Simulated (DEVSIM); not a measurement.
Device: Schottky contact on n-type β-Ga2O3, at 300 K.

```tsv
layer (left to right)	material	thickness (μm)	Nd (cm⁻³)	τn (s)	τp (s)
1	β-Ga2O3	6.10	2.6e16	3.1e-10	3.1e-10
```

Left contact: Schottky, work function 5.1 eV, emission velocity 2e6 cm/s. Right contact: ohmic. Voltage is applied to the left contact. Recombination: SRH at mid-gap, radiative, Auger. Mobility is constant in doping.

Constants are typed, rounded textbook-type inputs, not results; the design itself was drawn at random and stands for no fabricated device. Values at 300 K.

```csv
parameter,β-Ga2O3
gap (eV),4.8
affinity (eV),4
permittivity,10
Nc (cm⁻³),3.7e18
Nv (cm⁻³),5e20
μn (cm²/Vs),160
μp (cm²/Vs),1
B (cm³/s),1e-12
Cn (cm⁶/s),1e-31
Cp (cm⁶/s),1e-31
```

Simulated with DEVSIM: 1D drift-diffusion, Boltzmann statistics, complete ionisation; no tunnelling, impact ionisation, image-force lowering or self-heating. Metal contacts follow the ideal Schottky-Mott rule: no Fermi-level pinning, no interface dipoles.

The doping Nd of layer 1 was swept, all else fixed.

```json
[
 {"doping Nd of layer 1 (cm^-3)": "7.8e14", "largest field in the device at zero bias (V/cm)": "16000", "dark forward voltage at 1 A/cm² (V)": "0.806", "potential step across the device at zero bias (V)": "0.881"},
 {"doping Nd of layer 1 (cm^-3)": "2.6e15", "largest field in the device at zero bias (V/cm)": "29000", "dark forward voltage at 1 A/cm² (V)": "0.771", "potential step across the device at zero bias (V)": "0.912"},
 {"doping Nd of layer 1 (cm^-3)": "7.8e15", "largest field in the device at zero bias (V/cm)": "51000", "dark forward voltage at 1 A/cm² (V)": "0.755", "potential step across the device at zero bias (V)": "0.941"},
 {"doping Nd of layer 1 (cm^-3)": "2.6e16", "largest field in the device at zero bias (V/cm)": "94000", "dark forward voltage at 1 A/cm² (V)": "0.746", "potential step across the device at zero bias (V)": "0.972"},
 {"doping Nd of layer 1 (cm^-3)": "7.8e16", "largest field in the device at zero bias (V/cm)": "170000", "dark forward voltage at 1 A/cm² (V)": "0.743", "potential step across the device at zero bias (V)": "1.000"},
 {"doping Nd of layer 1 (cm^-3)": "2.6e17", "largest field in the device at zero bias (V/cm)": "310000", "dark forward voltage at 1 A/cm² (V)": "0.741", "potential step across the device at zero bias (V)": "1.031"},
 {"doping Nd of layer 1 (cm^-3)": "7.8e17", "largest field in the device at zero bias (V/cm)": "530000", "dark forward voltage at 1 A/cm² (V)": "0.740", "potential step across the device at zero bias (V)": "1.060"}
]
```

From the first row to the last the largest field in the device at zero bias goes from 16000 to 530000. From the first row to the last the dark forward voltage at 1 A/cm² goes from 0.806 to 0.740.
